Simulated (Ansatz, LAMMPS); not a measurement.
Ge well of 8 atomic layers along [001] in random Si0.3Ge0.7, interfaces graded over 4 layers. Cell 17.02 × 17.02 × 45.73 Å, Si124Ge452, 576 atoms. Prepared with LAMMPS with Tersoff's 1989 multicomponent potential (SiCGe.tersoff): minimisation. 

Basis: localised support functions (accuracy medium) on a full density matrix. k-points: zone centre alone; occupations: Fermi-Dirac, 0.010 eV; spin polarisation not allowed. Scalar-relativistic, no spin-orbit coupling.

What is the computed gap and bonding (PBE, support functions at accuracy medium on the grid of 370 eV (Ansatz, a quantum-chemistry and plane-wave program))?


* **Kohn-Sham gap of the cell on its k-mesh**: 0.27 eV
* **weight of the highest filled level on the well**: 0.49
* **weight of the lowest empty level on the well**: 0.28
* **coordination (neighbours within 2.922 Å)**: 100.0 % 4-fold
* **Ge-Ge bonds, mean ± spread**: 2.483 ± 0.006 Å
* **Ge-Si bonds, mean ± spread**: 2.436 ± 0.007 Å
* **Si-Si bonds, mean ± spread**: 2.392 ± 0.008 Å
* **bond angles, mean ± spread**: 109.5° ± 1.1°
* **pressure**: 0.06 GPa
